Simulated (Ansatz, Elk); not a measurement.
An Ansatz (a quantum-chemistry and plane-wave program) input for a self-consistent single point of K2S (Fm-3m, 3 atoms in the cell) (DFT, PBE, plane waves, default PAW files):

Ansatz 0.2 input:
```yaml
crystal:
  lattice:
    - [0.00000000, 3.66176200, 3.66176200]
    - [3.66176200, 0.00000000, 3.66176200]
    - [3.66176200, 3.66176200, 0.00000000]
  atoms:
    - { symbol: K, position: [0.25000000, 0.25000000, 0.25000000] }
    - { symbol: K, position: [0.75000000, 0.75000000, 0.75000000] }
    - { symbol: S, position: [0.00000000, 0.00000000, 0.00000000] }
basis:
  ecutwfc: 420.0
kpoints:
  mp_grid:
    grid: [6, 6, 6]
hamiltonian:
  xc: pbe
  pseudopotentials:
    kind: paw
scf:
  occupations:
    method: fermi_dirac
    width: 0.05
output:
  forces: true
  eigenvalues: true
  stress: true
```

Q: Write the same calculation as an input for Elk.

A: This is the input that was run; spellings and numerical settings could be chosen otherwise.

```
tasks
  0

xctype
  20

tforce
  .true.

rgkmax
  8.0

gmaxvr
  18.0

lmaxapw
  10

lmaxo
  8

nxlo
  2

lorbcnd
  .true.

lradstp
  2

nrmtscf
  2.0

lmaxi
  4

stype
  3

swidth
  0.00183747

avec
    0.0000000000    6.9197273136    6.9197273136
    6.9197273136    0.0000000000    6.9197273136
    6.9197273136    6.9197273136    0.0000000000

sppath
  'species/'

atoms
  2   : nspecies
  'K.in'   : spfname
  2   : natoms; atposl, bfcmt below
  0.2500000000  0.2500000000  0.2500000000    0.0 0.0 0.0
  0.7500000000  0.7500000000  0.7500000000    0.0 0.0 0.0
  'S.in'   : spfname
  1   : natoms; atposl, bfcmt below
  0.0000000000  0.0000000000  0.0000000000    0.0 0.0 0.0

ngridk
  6 6 6
```

Basis, cutoffs, solver keys and any potentials are the target program's own. This input uses DFT, PBE, all-electron FP-LAPW, Elk's shipped species files, APW+lo basis with extra local orbitals. Both were run: gap on the mesh 2.466 eV in Ansatz and 2.472 in Elk.

On Ansatz: the starting cell has typed, rounded lattice constants, without a prior relaxation at this level. Its lattice was rescaled by a random factor within 2.5 % of one. For this run, on top of that: lattice scaled by 0.98.

On Elk: the starting cell has typed, rounded lattice constants, without a prior relaxation at this level. Its lattice was rescaled by a random factor within 2.5 % of one. For this run, on top of that: lattice scaled by 0.98. Values depend on the basis (sphere radii, cutoffs, local orbitals), which need not be converged.
